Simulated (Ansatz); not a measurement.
Results of PBEsol-D3(BJ) (plane waves, PAW; Ansatz, a first-principles code) for L1₂ (Cu3Au-type) Ni3Si.

Run with plane-wave cutoff 520 eV, 16×16×16 k mesh, Fermi–Dirac smearing 0.05 eV, no spin polarisation, scalar-relativistic PAW data made under PBE.

Pressure at four volumes; x = ln(V/10.060 Å³). One pressure is withheld.

```json
[
 {"V (Å³/atom)": "9.456", "x": "-0.0619", "P (GPa)": "?"},
 {"V (Å³/atom)": "9.657", "x": "-0.0409", "P (GPa)": "11.82"},
 {"V (Å³/atom)": "10.060", "x": "0.0000", "P (GPa)": "0.12"},
 {"V (Å³/atom)": "10.663", "x": "0.0582", "P (GPa)": "-13.11"}
]
```

Q: Pass a parabola P(x) through the three rows shown, estimate the bulk modulus and its pressure derivative near zero pressure, and predict the withheld pressure.

A: Slopes between the rows: (0.12 − (11.82))/(0.0000 − (-0.0409)) = -286.06 and (-13.11 − (0.12))/(0.0582 − (0.0000)) = -227.32 GPa. Their difference over the span 0.0991 is c = 58.74/0.0991 = 592.7 GPa, so P(x) = 11.82 + (-286.06)(x − (-0.0409)) + 592.7 (x − (-0.0409))(x − (0.0000)). At the middle row B = −dP/dx = −[-286.06 + 592.7 × 0.0409] = 261.8 GPa, and B′ = dB/dP = 2c/B = 4.5. At x = -0.0619 the parabola gives 18.60 GPa; the run gives 18.75 GPa. The Birch–Murnaghan fit to the energies at all volumes has B0 = 260 GPa and B′ = 4.7.
